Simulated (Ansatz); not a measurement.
The parent structure is BN (space group P6_422, No. 181; a = 2.595 Å, c = 5.797 Å; a hypothetical phase, not in the database extracts checked).

The change: cell and atoms relaxed at a pressure of 10 GPa.

Levels (all Ansatz, an electronic-structure program, PAW): PBEsol (420 eV, spin-orbit coupling left out); HSE06 (420 eV, no spin-orbit coupling).

The geometry is relaxed with PBEsol.

- PBEsol band gap = 3.61 eV

How does going to HSE06 change the band gap?

The band gap rises by 1.43 eV, from 3.61 eV to 5.04 eV.

Single points use the geometry relaxed with PBEsol. HSE06 was sampled on its mesh, a few special points and the semilocal edge points, so its gap is an upper bound. Load acts through the strain it causes; cell and atoms are relaxed under it. Whether these cells are dynamically stable was not tested. No other phases were tried under pressure. The base started in P3_121 and relaxed to P6_422 at this level.
